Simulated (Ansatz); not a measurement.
## Quick settings and what they miss: LaB6 (Pm-3m, 7 atoms in the cell)

Self-consistent single point.

```yaml
crystal:
  lattice:
    - [4.10527, 0.00000, 0.00000]
    - [0.00000, 4.10527, 0.00000]
    - [0.00000, 0.00000, 4.10527]
  atoms:
    - { symbol: La, position: [0.00000, 0.00000, 0.00000] }
    - { symbol: B, position: [0.80012, 0.50000, 0.50000] }
    - { symbol: B, position: [0.19988, 0.50000, 0.50000] }
    - { symbol: B, position: [0.50000, 0.80012, 0.50000] }
    - { symbol: B, position: [0.50000, 0.19988, 0.50000] }
    - { symbol: B, position: [0.50000, 0.50000, 0.80012] }
    - { symbol: B, position: [0.50000, 0.50000, 0.19988] }
```

Method of the run: PBE, harder PAW files (source: ansatz) (plane waves; Ansatz, an electronic-structure program).

Base settings: basis.ecutwfc = 710 eV; kpoints.mp_grid.grid = 6 6 6; hamiltonian.xc = pbe; hamiltonian.pseudopotentials = {kind: paw, source: ansatz}; scf.occupations.method = fermi_dirac; scf.occupations.width = 0.1 eV.

Tight run (finer mesh or higher cutoff; not a proven limit): basis.ecutwfc: 710 eV → 995 eV; kpoints.mp_grid.grid: 6 6 6 → 9 9 9; scf.convergence.dr2_threshold: default (1e-07 eV) → 1e-09 eV. It gave Fermi level (on the code's own zero) 12.66 eV; pressure 6.87 GPa; largest force (vector length) 0.155 eV/Å.

Quick runs, as changes from the base:
- A: the base itself
- B: basis.ecutwfc: 710 eV → 570 eV; scf.convergence.dr2_threshold: default (1e-07 eV) → 0.001 eV
- C: basis.ecutwfc: 710 eV → 355 eV; kpoints.mp_grid.grid: 6 6 6 → 4 4 4; scf.occupations.method: fermi_dirac → gaussian; scf.occupations.width: 0.1 eV → 0.5 eV; scf.convergence.dr2_threshold: default (1e-07 eV) → 0.0001 eV
- D: basis.ecutwfc: 710 eV → 355 eV; kpoints.mp_grid.grid: 6 6 6 → 8 8 8; scf.occupations.width: 0.1 eV → 0.2 eV
- E: basis.ecutwfc: 710 eV → 570 eV; kpoints.mp_grid.grid: 6 6 6 → 2 2 2; scf.occupations.method: fermi_dirac → methfessel_paxton; scf.occupations.width: 0.1 eV → 0.272 eV
- F: basis.ecutwfc: 710 eV → 495 eV; kpoints.mp_grid.grid: 6 6 6 → 8 8 8; scf.occupations.method: fermi_dirac → methfessel_paxton; scf.occupations.width: 0.1 eV → 0.136 eV; scf.convergence.dr2_threshold: default (1e-07 eV) → 0.0001 eV

Energies are extrapolated to zero smearing width, which holds to low order in the width alone.

The count of work is k-points × plane waves × bands × iterations; it is no time. 

Pressures in the table are Ansatz's without its Pulay estimate, at a fixed set of plane waves; the tight run's value above holds the estimate.

The starting cell comes from a database of computed structures (which also holds hypothetical and non-ambient phases and stackings), without a prior relaxation at this level. Its lattice was rescaled by a random factor within 2.5 % of one. In the base run, with a pressure of about 7 GPa the cell is away from its equilibrium volume at this level.

| run | energy less tight (meV/atom) | pressure less tight (GPa) | largest miss in a force vector (eV/Å) | count of work / tight |
|---|---|---|---|---|
| A | 0.7 | -0.04 | 0.001 | 0.27 |
| B | 4.0 | -0.32 | 0.001 | 0.12 |
| C | 164.1 | -7.84 | 0.167 | 0.035 |
| D | 158.4 | -7.99 | 0.176 | 0.17 |
| E | 83.5 | -0.99 | 0.421 | 0.034 |
| F | 12.2 | -1.28 | 0.013 | 0.21 |

Among the runs at the tight run's level, the energy misses run from 0.7 to 164.1 meV/atom.

Keys are those of Ansatz 0.2.
